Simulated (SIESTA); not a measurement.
## Input and output of a self-consistent single point for BaSn (Cmcm, 4 atoms in the cell) (SIESTA)

Level of theory: GGA PBEsol, numerical atomic orbitals TZP, PseudoDojo PBEsol standard norm-conserving potentials (rewritten from UPF to PSML) in SIESTA.

Input:

```
# files in the folder: Ba.psml Sn.psml (PseudoDojo PBEsol standard)
SystemName  BaSn
SystemLabel siesta

NumberOfAtoms                4
NumberOfSpecies              2
%block ChemicalSpeciesLabel
  1 56 Ba
  2 50 Sn
%endblock ChemicalSpeciesLabel
LatticeConstant              1.0 Ang
%block LatticeVectors
     2.683065000   -6.362910000    0.000000000
     2.683065000    6.362910000    0.000000000
     0.000000000    0.000000000    4.715140000
%endblock LatticeVectors
AtomicCoordinatesFormat      Fractional
%block AtomicCoordinatesAndAtomicSpecies
     0.135580000    0.864420000    0.250000000  1
     0.864420000    0.135580000    0.750000000  1
     0.427940000    0.572060000    0.250000000  2
     0.572060000    0.427940000    0.750000000  2
%endblock AtomicCoordinatesAndAtomicSpecies

XC.functional                GGA
XC.authors                   PBEsol
PAO.BasisSize                TZP
PAO.EnergyShift              0.01 Ry
MeshCutoff                   400 Ry
%block kgrid.MonkhorstPack
    5   0   0  0.0
    0   5   0  0.0
    0   0   5  0.0
%endblock kgrid.MonkhorstPack
OccupationFunction           FD
ElectronicTemperature        50.0 meV

MaxSCFIterations             150
SCF.Mixer.Method             Pulay
SCF.Mixer.Weight             0.25
SCF.Mixer.History            6
SCF.DM.Tolerance             1.0E-04
Diag.ParallelOverK           true
WriteForces                  true
```

Output, abridged:

```
reinit: Reading from file input.fdf

reinit: System Name: BaSn
reinit: System Label: siesta

coor:   Atomic-coordinates input format  =     Fractional

siesta: Atomic coordinates (Bohr) and species
siesta:      5.07026   8.76369   2.22758  1        1
siesta:      5.07026  -8.76369   6.68274  1        2
siesta:      5.07026   1.73292   2.22758  2        3
siesta:      5.07026  -1.73292   6.68274  2        4

siesta: System type = bulk

initatomlists: Number of atoms, orbitals, and projectors:      4    64   100

siesta: ******************** Simulation parameters ****************************
redata: Spin configuration                          = none
redata: Time-Reversal Symmetry                      = T
redata: Number of Atomic Species                    =        2
redata: Mesh Cutoff                                 =   400.0000 Ry
redata: Net charge of the system                    =     0.0000 |e|
redata: Min. number of SCF Iter                     =        0
redata: Max. number of SCF Iter                     =      150
redata: SCF convergence failure will abort job
redata: SCF mix quantity                            = Hamiltonian
redata: Mix DM or H after convergence               =   F
redata: Recompute H after scf cycle                 =   F
redata: Mix DM in first SCF step                    =   T
redata: No kicks to SCF
redata: DM Mixing Weight for Kicks                  =     0.5000
redata: Require Harris convergence for SCF          =   F
redata: Harris energy tolerance for SCF             =     0.000100 eV
redata: Require DM convergence for SCF              =   T
redata: DM tolerance for SCF                        =     0.000100
redata: Require EDM convergence for SCF             =   F
redata: EDM tolerance for SCF                       =     0.001000 eV
redata: Require H convergence for SCF               =   T
redata: Hamiltonian tolerance for SCF               =     0.001000 eV
redata: Require (free) Energy convergence for SCF   =   F
redata: (free) Energy tolerance for SCF             =     0.000100 eV
redata: Using DFT-D3 dispersion                     =   F
redata: Using Saved Data (generic)                  =   F
redata: Method of Calculation                       = Diagonalization
redata: Electronic Temperature                      =   580.2259 K
redata: Number of TDED substeps                     =        3
redata: Dynamics option                             = Single-point calculation
redata: Save all siesta data in one NC              =   F
redata: ***********************************************************************

%block SCF.Mixers
  Pulay
%endblock SCF.Mixers

%block SCF.Mixer.Pulay
  # Mixing method
  method pulay
  variant stable

  # Mixing options
  weight 0.2500
  weight.linear 0.2500
  history 6
%endblock SCF.Mixer.Pulay

DM_history_depth set to one: no extrapolation allowed by default for geometry relaxation
Size of DM history Fstack: 1
Total number of electrons:    48.000000
Total ionic charge:    48.000000

* ProcessorY, Blocksize:    1  65

* Orbital distribution balance (max,min):    64    64

 Kpoints in:           75 . Kpoints trimmed:           63

siesta: k-grid: Number of k-points = 63
siesta: k-points from Monkhorst-Pack grid
siesta: k-cutoff (effective) =    11.788 Ang
siesta: k-point supercell and displacements
siesta: k-grid:     5     0     0      0.000
siesta: k-grid:     0     5     0      0.000
siesta: k-grid:     0     0     5      0.000

diag: Algorithm                                     = D&C
diag: Parallel over k                               =   F
diag: Use parallel 2D distribution                  =   F
diag: Parallel block-size                           = 65
diag: Parallel distribution                         =     1 x     1
diag: Used triangular part                          = Lower
diag: Absolute tolerance                            =  0.100E-15
diag: Orthogonalization factor                      =  0.100E-05
diag: Memory factor                                 =  1.0000

superc: Internal auxiliary supercell:     5 x     5 x     5  =     125
superc: Number of atoms, orbitals, and projectors:    500   8000  12500

                        Single-point calculation

superc: Internal auxiliary supercell:     5 x     5 x     5  =     125
superc: Number of atoms, orbitals, and projectors:    500   8000  12500

outcell: Unit cell vectors (Ang):
        2.683065   -6.362910    0.000000
        2.683065    6.362910    0.000000
        0.000000    0.000000    4.715140

outcell: Cell vector modules (Ang)   :    6.905466    6.905466    4.715140
outcell: Cell angles (23,13,12) (deg):     90.0000     90.0000    134.2724
outcell: Cell volume (Ang**3)        :    160.9947
new_DM -- step:     1
Initializing Density Matrix...

Attempting to read DM from file... Failed...
DM filled with atomic data:

InitMesh: MESH = 80 x 80 x 80 = 512000
InitMesh: Mesh cutoff (required, used) =   400.000   436.888 Ry

stepf: Fermi-Dirac step function

        iscf     Eharris(eV)        E_KS(eV)     FreeEng(eV)     dDmax    Ef(eV) dHmax(eV)
   scf:    1    -5795.777245    -5801.670100    -5801.680002  2.170983 -3.566584  2.451984
   scf:    2    -5802.309728    -5802.019760    -5802.034195  0.116624 -3.486570  1.507858
   scf:    3    -5802.294112    -5802.167625    -5802.182173  0.088442 -3.459476  0.779330
   scf:    4    -5802.241336    -5802.209821    -5802.223976  0.055617 -3.453891  0.041255
   scf:    5    -5802.209313    -5802.210023    -5802.224011  0.004982 -3.452434  0.057845
   scf:    6    -5802.210400    -5802.210336    -5802.224434  0.004267 -3.454509  0.004153
   scf:    7    -5802.210310    -5802.210325    -5802.224437  0.001611 -3.454721  0.002544
   scf:    8    -5802.210342    -5802.210334    -5802.224439  0.000481 -3.454677  0.000861
   scf:    9    -5802.210335    -5802.210335    -5802.224439  0.000202 -3.454787  0.000042
   scf:   10    -5802.210335    -5802.210335    -5802.224439  0.000013 -3.454795  0.000040

SCF Convergence by DM+H criterion
max |DM_out - DM_in|         :     0.0000127127
max |H_out - H_in|      (eV) :     0.0000398660
SCF cycle converged after 10 iterations

Using DM_out to compute the final energy and forces

siesta: E_KS(eV) =            -5802.2103

siesta: E_KS - E_eggbox =     -5802.2103

siesta: Atomic forces (eV/Ang):
     1    0.000000   -0.097991   -0.000000
     2    0.000000    0.097991   -0.000000
     3   -0.000000    0.363604    0.000000
     4    0.000000   -0.363604    0.000000
   Tot    0.000000   -0.000000    0.000000
   Max    0.363604
   Res    0.153737    sqrt( Sum f_i^2 / 3N )
   Max    0.363604    constrained

Stress tensor Voigt[x,y,z,yz,xz,xy] (kbar):       -0.73      -12.48      -15.08       -0.00        0.00        0.00
(Free)E + p*V (eV/cell)    -5801.2768
Target enthalpy (eV/cell)    -5802.2244

siesta: Program's energy decomposition (eV):
siesta: Ebs     =      -927.756932
siesta: Eions   =      6097.801309
siesta: Ena     =       816.047974
siesta: Ekin    =      2889.609077
siesta: Enl     =     -1895.429813
siesta: Eso     =         0.000000
siesta: Edftu   =         0.000000
siesta: DEna    =        26.243195
siesta: DUscf   =         1.372529
siesta: DUext   =         0.000000
siesta: Ex      =     -1434.572521
siesta: Ec      =      -107.679467
siesta: Exc     =     -1542.251988
siesta: Eharris =     -5802.210335
siesta: Etot    =     -5802.210335
siesta: FreeEng =     -5802.224439

siesta: Atomic forces (eV/Ang):
siesta:      1    0.000000   -0.097991   -0.000000
siesta:      2    0.000000    0.097991   -0.000000
siesta:      3   -0.000000    0.363604    0.000000
siesta:      4    0.000000   -0.363604    0.000000
siesta: ----------------------------------------
siesta:    Tot    0.000000   -0.000000    0.000000

siesta: Stress tensor (static) (eV/Ang**3):
siesta:    -0.000454    0.000000   -0.000000
siesta:     0.000000   -0.007791   -0.000000
siesta:     0.000000   -0.000000   -0.009413

siesta: Cell volume =        160.994694 Ang**3

siesta: Pressure (static):
siesta:                Solid            Molecule  Units
siesta:           0.00006411          0.00006957  Ry/Bohr**3
siesta:           0.00588619          0.00638726  eV/Ang**3
siesta:           9.43071785         10.23352424  kBar
```

The run converged in 10 iterations.

The starting cell comes from a database of computed structures (which also holds hypothetical and non-ambient phases and stackings), without a prior relaxation at this level. Values carry the incompleteness of an atom-centred basis.

Cost on one core of a shared machine: roughly 50 s.
